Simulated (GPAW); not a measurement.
**σxx against uniaxial strain in fcc Ir (space group 225): C11 (GPAW, PBEsol)**

```yaml
crystal:
  lattice:
    - [0.00000, 1.91328, 1.91328]
    - [1.88458, 0.00000, 1.91328]
    - [1.88458, 1.91328, 0.00000]
  atoms:
    - { symbol: Ir, position: [0.00000, 0.00000, 0.00000] }
```

Method of the run: PBEsol, GPAW PAW datasets PBEsol (made by gpaw-setup) (plane waves; GPAW). Settings: mode = pw; ecut = 585 eV; xc = PBEsol; kpts = 38 38 38; mesh shift (steps) = 0 0 0; occupations.name = fermi-dirac; occupations.width = 0.05 eV; nbands = -9; convergence.density = 1e-06 e/electron; convergence.energy = 1e-06 eV/electron; symmetry.symmorphic = false; symmetry.tolerance = 0.0005; maxiter = 100. The cell above is the first row's. The rows stretch one cube axis (x) by the strain ε and hold the other two. Stress is positive in tension. In all rows the k mesh is held.

| ε (%) | σxx (GPa) |
|---|---|
| -1.5 | ? |
| -1.0 | -6.50 |
| -0.5 | -3.10 |
| 0.0 | 0.18 |
| 0.5 | 3.36 |
| 1.0 | 6.44 |
| 1.5 | 9.41 |
| 2.0 | 12.29 |

Fit σxx of the 7 rows that show it with a parabola. Least squares gives σxx = 0.179 + 6.4679·ε - 0.2071·ε². Residuals (row less fit): -0.004, 0.007, 0.001, -0.001, 0.000, -0.005, 0.004; standard error 0.005 (degrees of freedom: 4). The slope at ε = 0, 6.4679 GPa per cent, gives C11 ≈ 100 × 6.4679 = 647 GPa, for the static lattice.

**Question.** Estimate the missing σxx (ε = -1.5); what did the run itself give?

**Answer.** σxx = 0.179 + 6.4679 × (-1.5) - 0.2071 × (-1.5)² = -9.989 GPa. The calculation gives -10.00 GPa, 0.011 GPa below the prediction (under 0.05 % of the range of σxx in the table). The row lies outside the fitted rows, so this is an extrapolation. From the scatter of the fitted rows alone, a prediction at this place has a standard error of 0.009 GPa, so the miss is 1.2 times that.

Carrying the step between the two nearest rows on in a straight line would have given -9.90, off by 0.10; series whose last step already gives the withheld value aren't shown. The reference cell has the volume at which an earlier scan in this program and functional put its minimum by a fit. The unstrained cell stands at a pressure of -0.18 GPa, and the constants belong to that pressure. Spin polarisation is off. Spin-orbit coupling is off. Without a gap such slopes are sensitive to mesh and smearing. Cutoffs and mesh are single choices, not tested for convergence of this quantity. Series with a scatter that would blur these digits, or in which a gap closes, are not shown. Strain series were run only where this level's volume lies within 10 % of a first guess from the measured size.
